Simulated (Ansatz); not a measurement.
Worked example: self-consistent single point of MgZrF6 (I4mm, 8 atoms in the cell) in Ansatz (a first-principles code).

Level of theory: PBEsol, harder PAW files (source: ansatz) made with PBE (plane waves; Ansatz).

The change in words: lattice scaled by 0.98; basis.ecutwfc: 420 eV → 735 eV; hamiltonian.pseudopotentials: {kind: paw} (the program's default PAW files) → {kind: paw, source: ansatz}. Reference geometry:
```
MgZrF6
1.0
    0.00000     4.00795     4.00795
    4.00795     0.00000     4.00795
    4.00795     4.00795     0.00000
Mg Zr F
1 1 6
Cartesian
  4.00795   4.00795   4.05796
  0.00000   0.00000   0.00000
  2.02306   4.00795   4.00795
  5.99285   4.00795   4.00795
  4.00795   2.02306   4.00795
  4.00795   5.99285   4.00795
  4.00795   4.00795   2.02306
  4.00795   4.00795   5.99285
```

Reference input (self-consistent single point, DFT, PBEsol, plane waves, default PAW files made with PBE): basis.ecutwfc = 420 eV; kpoints.mp_grid.grid = 5 5 5; hamiltonian.xc = pbesol; hamiltonian.pseudopotentials = {kind: paw} (the program's default PAW files); scf.occupations.method = fixed. This run's input differs from it in these lines:

Ansatz 0.2 input:
```diff
@@ -2,5 +2,5 @@
   lattice:
-    - [0.000000, 4.007955, 4.007955]
-    - [4.007955, 0.000000, 4.007955]
-    - [4.007955, 4.007955, 0.000000]
+    - [0.000000, 3.927796, 3.927796]
+    - [3.927796, 0.000000, 3.927796]
+    - [3.927796, 3.927796, 0.000000]
   atoms:
@@ -15,3 +15,3 @@
 basis:
-  ecutwfc: 420.0
+  ecutwfc: 735.0
 kpoints:
@@ -23,2 +23,3 @@
     kind: paw
+    source: ansatz
 scf:
```

Output, abridged:

```
SCF iter   1: F=—  HF=-10859.596400 eV  |F-HF|=—  |Δ(HF+E_count)|=         —  Δρ=9.42e-2  dr2=1.05e1  ethr=3.10e-3  ⟨swp⟩=4.0  Hψ=2742  notcnv=0  defer=90
all-band conjugate gradients solve this SCF's bands
preconditioner: auto → Resta (q_TF=auto, 2.453 Å⁻¹)
SCF iter   2: F=—  HF=-10856.701869 eV  |F-HF|=—  |Δ(HF+E_count)|=    2.89e0  Δρ=3.72e-2  dr2=1.63e0  ethr=3.10e-3  ⟨swp⟩=3.0  Hψ=1582  notcnv=0  defer=90
   [... lines left out ...]
SCF iter   8: F=—  HF=-10856.142693 eV  |F-HF|=—  |Δ(HF+E_count)|=   2.98e-4  Δρ=7.64e-5  dr2=6.28e-6  ethr=1.95e-7  ⟨swp⟩=2.0  Hψ=1279  notcnv=0  defer=103
SCF iter   9: F=—  HF=-10856.142585 eV  |F-HF|=—  |Δ(HF+E_count)|=   1.08e-4  Δρ=3.89e-5  dr2=9.73e-7  ethr=9.81e-9  ⟨swp⟩=2.8  Hψ=1435  notcnv=0  defer=81
SCF iter  10: F=—  HF=-10856.142586 eV  |F-HF|=—  |Δ(HF+E_count)|=   1.00e-6  Δρ=1.30e-5  dr2=1.18e-7  ethr=1.52e-9  ⟨swp⟩=2.0  Hψ=1256  notcnv=0  defer=82
SCF iter  11: F=-10856.142586 eV  HF=-10856.142586 eV  |F-HF|=8.52e-8  |Δ(HF+E_count)|=   3.55e-7  Δρ=4.52e-6  dr2=1.68e-8  ethr=1.56e-10  ⟨swp⟩=13.9  Hψ=3490  notcnv=0
SCF 1 converged in 11 iterations: F = -10856.142586 eV  dr2 = 1.68e-8
Free energy (F): -10856.142586 eV
Internal energy: -10856.142586 eV  (E = F + TS)
E sigma→0 (E₀):  -10856.142586 eV
Fermi energy:    0.053606 eV
--- Forces (eV/Å), atoms counted from 1 ---
  atom   1  Mg    -0.00000000     0.00000000    -0.61746972
  atom   2  Zr    -0.00000000     0.00000000     0.29052930
  atom   3  F      0.19337863     0.00000000     0.00239840
  atom   4  F     -0.19337863     0.00000000     0.00239840
  atom   5  F      0.00000000     0.19337863     0.00239840
  atom   6  F      0.00000000    -0.19337863     0.00239840
  atom   7  F     -0.00000000     0.00000000     0.30415820
  atom   8  F      0.00000000     0.00000000     0.01318585
--- Stress (GPa, compression-positive) ---
        4.803867       0.000000       0.000000
        0.000000       4.803867      -0.000000
        0.000000       0.000000       5.043720
  P = ⅓ Tr σ = 4.8838 GPa (48.838 kbar)
  The stress holds the Pulay correction. Without it, at fixed plane waves, as pw.x and ABINIT print it: P = -0.5611 GPa
```

The run converged in 11 iterations. Against the reference run the pressure goes from -1.53 to 4.88 GPa, the largest force goes from 0.511 to 0.617 eV/Å and the gap on the mesh goes from 6.744 to 7.167 eV.

The starting cell comes from a database of computed structures (which also holds hypothetical and non-ambient phases and stackings), without a prior relaxation at this level. Its lattice was rescaled by up to half a per cent. One atom was moved a little off its site on purpose. For this run, on top of that: lattice scaled by 0.98. Ansatz's pressure includes its estimate of the finite-basis (Pulay) stress. Without the estimate this run gives -0.56 GPa. The cutoff lies below the one recommended for these files.
